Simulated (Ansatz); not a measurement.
Density of states of BP (F-43m) above the conduction band minimum, Ansatz (an electronic-structure program) with PBEsol with spin-orbit coupling, rigid bands; cell volume 23.1 Å³.

(energy from edge (eV), 10⁻³ states/eV/cell): (0.006, 19.6); (0.031, 44.1); (0.056, 61.5); (0.081, 78.7); (0.106, 95.7); (0.131, 104); (0.156, 113); (0.181, 122); (0.206, 132); (0.231, 143); (0.256, 153); (0.281, 164); (0.319, 179); (0.344, 189); (0.369, 198); (0.394, 208); (0.419, 223); (0.444, 235); (0.469, 246); (0.494, 256); (0.519, 265); (0.544, 275); (0.569, 284); (0.594, 293)

What effective density of states at 300 K does this give (∫ g(E) exp(−E/k_BT) dE, both spins, divided by the cell's size)?

4.2e19 cm⁻³, a density-of-states mass of 1.40 mₑ, valleys and band degeneracy included.

Geometry: cell and atoms relaxed with PBEsol.
